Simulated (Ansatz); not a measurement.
Start from YN in the rock salt structure (space group Fm-3m, No. 225).

```xyz
2
Lattice="0.0000 2.4281 2.4281 2.4281 0.0000 2.4281 2.4281 2.4281 0.0000" Properties=species:S:1:pos:R:3 pbc="T T T"
Y      0.0000     0.0000     0.0000
N      2.4281     2.4281     2.4281
```

Cartesian axes are those of the cell as printed.

All numbers come from Ansatz (a program for electronic structure) PBEsol, spin-orbit coupling left out.

For the base:

The valley order is X along ⟨100⟩ 0.08 eV and the shortest interatomic distance is 2.428 Å.

Now apply this change: tensile biaxial strain of 1.00 % in the plane normal to [001], as in epitaxy on a mismatched substrate; the out-of-plane cell vector and the atoms relax.

### Question
What does the calculation give for the energy relative to the base after the change?

### Answer
The energy grows by 3.4 meV/atom.

### Question
What happens to the valley order?

### Answer
The valley order (the lowest conduction-band minima on the path, energy above the VBM, named in the base's zone) becomes X along [001] 0.03 eV; X along [100] 0.08 eV (base: X along ⟨100⟩ 0.08 eV).

### Question
Estimate the effect on the shortest interatomic distance.

### Answer
The shortest interatomic distance falls by 0.011 Å, from 2.428 Å to 2.417 Å.

The levels and masses belong to the bands next to the band gap. Stability against distortions was not tested. All final runs are without spin polarisation.
